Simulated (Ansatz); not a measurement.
## Response to strain in TiB2

The parent structure is TiB2 (space group P6/mmm, No. 191; a = 2.994 Å, c = 3.160 Å). Axes: x lies along a and z along c of the hexagonal cell.

Strains are applied to the cell and any free atomic positions relax; under biaxial strain the out-of-plane vector relaxes too.

The values are results of LDA, PAW, 420 eV (Ansatz, a program for electronic structure; no SOC), not measurements.

Notes on the quantities. pressure: mean of the normal stresses, compression positive.

```json
[
 {"variant": "base", "pressure": "0.0 GPa", "shortest interatomic distance": "1.729 Å"},
 {"variant": "biaxial strain −2.50 %, plane normal [001], relaxed out of plane", "pressure": "13.2 GPa", "shortest interatomic distance": "1.685 Å"},
 {"variant": "biaxial strain −2.00 %, plane normal [001], relaxed out of plane", "pressure": "[?]", "shortest interatomic distance": "1.694 Å"},
 {"variant": "biaxial strain −1.50 %, plane normal [001], relaxed out of plane", "pressure": "7.6 GPa", "shortest interatomic distance": "1.703 Å"},
 {"variant": "biaxial strain −1.00 %, plane normal [001], relaxed out of plane", "pressure": "[?]", "shortest interatomic distance": "[?]"},
 {"variant": "biaxial strain −0.50 %, plane normal [001], relaxed out of plane", "pressure": "[?]", "shortest interatomic distance": "1.720 Å"},
 {"variant": "biaxial strain +0.50 %, plane normal [001], relaxed out of plane", "pressure": "-2.3 GPa", "shortest interatomic distance": "1.737 Å"},
 {"variant": "biaxial strain +1.00 %, plane normal [001], relaxed out of plane", "pressure": "-4.6 GPa", "shortest interatomic distance": "1.746 Å"},
 {"variant": "biaxial strain +2.00 %, plane normal [001], relaxed out of plane", "pressure": "-8.9 GPa", "shortest interatomic distance": "1.763 Å"},
 {"variant": "biaxial strain +2.50 %, plane normal [001], relaxed out of plane", "pressure": "-11.0 GPa", "shortest interatomic distance": "1.772 Å"}
]
```

**Question.** Fill in the withheld entries from the trend.

**Answer.** 
- biaxial strain −2.00 %, plane normal [001], relaxed out of plane, pressure: 10.4 GPa
- biaxial strain −1.00 %, plane normal [001], relaxed out of plane, pressure: 5.0 GPa
- biaxial strain −1.00 %, plane normal [001], relaxed out of plane, shortest interatomic distance: 1.711 Å
- biaxial strain −0.50 %, plane normal [001], relaxed out of plane, pressure: 2.4 GPa

The mesh was chosen for an insulator and is coarse for the gapless case. Without a gap, meshes like the base's 13×13×10 leave anisotropic stresses uncertain by several tenths of a GPa, and small strain energies with them. No phonon test of stability was made. All final runs are without spin polarisation.
